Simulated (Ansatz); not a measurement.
# Hypothetical fluorite YbSi2: pressure series

The reference is YbSi$_{2}$ in the fluorite structure (space group Fm-3m, No. 225; a = 6.343 Å; a hypothetical phase, not in the database extracts checked).

Cell and atoms are relaxed at each pressure.

Calculations: Kohn–Sham DFT with the PBEsol functional, run in Ansatz (a quantum-chemistry and plane-wave program) with PAW and 420 eV plane waves, no spin-orbit coupling.

Notes on the quantities. enthalpy: H = E + PV relative to the base's energy.

```
case                    enthalpy  lattice parameter a
-----------------  -------------  -------------------
base                           –              6.343 Å
pressure −2 GPa    -0.27 eV/atom              6.422 Å
pressure −1 GPa    -0.13 eV/atom              6.381 Å
pressure 0.9 GPa   +0.12 eV/atom              6.312 Å
pressure 2.1 GPa   +0.27 eV/atom              6.273 Å
pressure 4.5 GPa   +0.58 eV/atom              6.202 Å
pressure 9 GPa     +1.12 eV/atom              6.090 Å
pressure 15 GPa    +1.80 eV/atom              5.969 Å
pressure 22.5 GPa  +2.61 eV/atom              5.849 Å
pressure 30 GPa    +3.37 eV/atom              5.750 Å
```

The state of the 4f shell was not checked for lower solutions. Load acts through the strain it causes; cell and atoms are relaxed under it. No phonon test of stability was made. Competing high-pressure phases were not computed. Starting moments died away, wholly or in part, for the base; another magnetic solution may exist. The final runs are not spin-polarised.
